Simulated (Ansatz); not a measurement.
Ansatz (a quantum-chemistry and plane-wave program), DFT, PBE, plane waves, its default PAW files: cubic perovskite SrTiO3, atoms displaced (Sr8Ti8O24), 40 atoms. Basis and mesh were picked for this test and aren't claimed converged.

Ansatz 0.2 input:
```yaml
crystal:
  lattice:
    - [7.81, 0.0, 0.0]
    - [0.0, 7.81, 0.0]
    - [0.0, 0.0, 7.81]
  atoms:
    - { symbol: Sr, position: [0.004247, 0.994265, 0.998734] }
    - { symbol: Sr, position: [0.997705, 0.000429, 0.498157] }
    - { symbol: Sr, position: [0.001097, 0.501266, 0.999959] }
    - { symbol: Sr, position: [0.004592, 0.493901, 0.492765] }
    - { symbol: Sr, position: [0.495845, 0.007176, 0.009934] }
    - { symbol: Sr, position: [0.500989, 0.000835, 0.501658] }
    - { symbol: Sr, position: [0.494618, 0.499164, 0.995808] }
... (30 lines of coordinates left out) ...
    - { symbol: O, position: [0.750065, 0.748698, 0.506021] }
    - { symbol: O, position: [0.501197, 0.74696, 0.745736] }
    - { symbol: O, position: [0.75373, 0.496055, 0.748697] }
kpoints:
  mp_grid: { grid: [2, 2, 2] }
hamiltonian:
  xc: pbe
  pseudopotentials: { kind: paw }
scf:
  occupations: { method: fixed }
  convergence: { dr2_threshold: 0.000000001 }
output:
  forces: true
md:
  timestep: 1.0
  n_steps: 12
  ensemble: nve
  temperature: 600
  initial_velocities: maxwell_boltzmann
  seed: 7
```

```bash
OMP_NUM_THREADS=88 ANSATZ_TIMINGS=1 ansatz run --backend cpu --threads 88 --max-ram 200GiB --events-out run.ndjson --runs-dir run.runs --progress --plain run.yaml
```

The program reports k-points after symmetry: 8, bands at the start: 200, electrons: 320, plane waves at Γ: 9315, cutoff (eV): 420, FFT grid: 54×54×54, symmetry operations: 1.

Hardware: Arm Neoverse V2, 96 cores on 1 socket, no SMT, 1 L3 cache group; 94 cores' worth of CPU time may be used.

On 88 threads this takes 14 s. Each time is the median wall time of two to five repeats, run one at a time on the otherwise empty machine; start-up is included. Processes are pinned to neighbouring cores unless said otherwise. The times hold for this build (release build for Arm (Neoverse V2), one process with threads). Scratch files lie in a memory file system.

Task: Make this run faster without changing its result beyond 1.0 meV/atom in energy, 10 meV/Å in forces (largest component). Keep to 88 cores.

Result: Several could match; the one computed here: going from scf.convergence.dr2_threshold = 1e-09 eV to scf.convergence.dr2_threshold = 0.0001 eV, the fastest of the measured ones that keep the result.

```diff
-  convergence: { dr2_threshold: 0.000000001 }
+  convergence: { dr2_threshold: 0.0001 }
```

Time: 14 s to 9.5 s (1.5× as fast). The largest move is in band solves (diag): 8.6 s to 5.1 s. The band solves carry the change: the iterations make 302152 against 165598 applications of H to a band, at 0.029 against 0.031 ms of diag time each. What the program resolved moves too: residual threshold (eV) from 1e-09 to 0.0001. SCF iterations (all cycles of the run, searches included) go from 99 to 44; applications of H to a band go from 306562 to 170008. These two results differ by: energy under 0.001 meV/atom, forces (largest component) 1.8 meV/Å. Others tried: scf.convergence.dr2_threshold = 1e-06 eV (11 s); scf.convergence.dr2_threshold = 4e-08 (default) (12 s). 1 planned setting was not run, for want of time.
